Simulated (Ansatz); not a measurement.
One base run on Bi2Te3 (R-3m, 5 atoms in the cell) and variants with one or two settings moved

```yaml
crystal:
  lattice:
    - [2.22873, 1.28676, 10.84813]
    - [-2.22873, 1.28676, 10.84813]
    - [0.00000, -2.57351, 10.84813]
  atoms:
    - { symbol: Bi, position: [0.60317, 0.60317, 0.60317] }
    - { symbol: Bi, position: [0.39683, 0.39683, 0.39683] }
    - { symbol: Te, position: [0.78319, 0.78319, 0.78319] }
    - { symbol: Te, position: [0.21681, 0.21681, 0.21681] }
    - { symbol: Te, position: [0.00000, 0.00000, 0.00000] }
```

Base run A: Ansatz (an electronic-structure program) with HSE06, default PAW files made with PBE, self-consistent single point.

Its settings: basis.ecutwfc = 420 eV; kpoints.mp_grid.grid = 3 3 3; kpoints.mp_grid.shift = 0.5 0.5 0.5; hamiltonian.xc = hse06; hamiltonian.pseudopotentials = {kind: paw} (the program's default PAW files); scf.occupations.method = gaussian; scf.occupations.width = 0.02 eV.

The starting cell comes from a database of computed structures (which also holds hypothetical and non-ambient phases and stackings), without a prior relaxation at this level. Its lattice was rescaled by a random factor within 2.5 % of one. Spin-orbit coupling is off. Ansatz's pressure includes its estimate of the finite-basis (Pulay) stress. Another mesh or the band path of this cell gives a smaller gap, so this value is not converged in the mesh.

ΔF is the free energy per atom less that of run A. A dash stands where there is no value to compare (another energy zero or no entropy term, no result, no spin, no clean gap, or a mesh too coarse for one). Total energies depend on the potentials, the functional and any Hubbard or dispersion term, so they are compared only between runs that share all of them.

Run A gave: pressure (GPa) -1.99; largest force (eV/Å) 0.523; gap on the mesh (eV) 1.156; k-points 6.

Runs:
- B: hamiltonian.xc: hse06 → pbesol [PBEsol]
- C: hamiltonian.xc: hse06 → pbe0 [PBE0]
- D: kpoints.mp_grid.grid: 3 3 3 → 2 2 2; kpoints.mp_grid.shift: 0.5 0.5 0.5 → default
- E: scf.convergence.dr2_threshold: default (1e-07 eV) → 0.001 eV
- F: scf.eigensolver.kind: default (the program chose davidson) → davidson
- G: scf.mixing.preconditioner: default (the program chose none) → resta; scf.mixing.eps_inf: default → 5
- H: scf.mixing.algorithm: default (the program chose MSR1) → msr1; scf.mixing.ndim: default → 4

Task: What does run D change against A?

Result: The free energy rises by 189 meV/atom, the pressure goes from -1.99 to -0.38 GPa, the largest force goes from 0.523 to 1.057 eV/Å and the gap on the mesh goes from 1.156 to 1.063 eV.

Task: What does run C change against A?

Result: The pressure hardly changes (-1.99 to -2.06 GPa), the largest force goes from 0.523 to 0.552 eV/Å and the gap on the mesh goes from 1.156 to 1.754 eV.

| run | ΔF (meV/atom) | pressure (GPa) | largest force (eV/Å) | gap on the mesh (eV) | k-points |
|---|---|---|---|---|---|
| A | 0.00 | -1.99 | 0.523 | 1.156 | 6 |
| B | – | -2.64 | 0.349 | 0.694 | 6 |
| C | – | -2.06 | 0.552 | 1.754 | 6 |
| D | 188.6 | -0.38 | 1.057 | 1.063 | 4 |
| E | 0.00 | -1.99 | 0.523 | 1.156 | 6 |
| F | 0.00 | -1.99 | 0.523 | 1.156 | 6 |
| G | 0.00 | -1.99 | 0.523 | 1.156 | 6 |
| H | 0.00 | -1.99 | 0.523 | 1.157 | 6 |

Keys are those of Ansatz 0.2.
